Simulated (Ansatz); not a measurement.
**BN: response to strain**

Take BN in the zinc blende structure (space group F-43m, No. 216; a = 3.6057 Å) as the base.

Strains are applied to the cell and any free atomic positions relax.

Level of theory: PBEsol (Ansatz, a first-principles code, PAW, no SOC).

Candidates:
(a) isotropic strain +2.00 %
(b) isotropic strain +2.50 %
(c) isotropic strain +1.50 %

Base values:

| Quantity | Result |
|---|---|
| Smallest direct gap | 8.81 eV |

Order them by smallest direct gap, lowest first.

(b) isotropic strain +2.50 % (8.46 eV), (a) isotropic strain +2.00 % (8.53 eV), (c) isotropic strain +1.50 % (8.60 eV)

Whether these cells are dynamically stable was not tested.
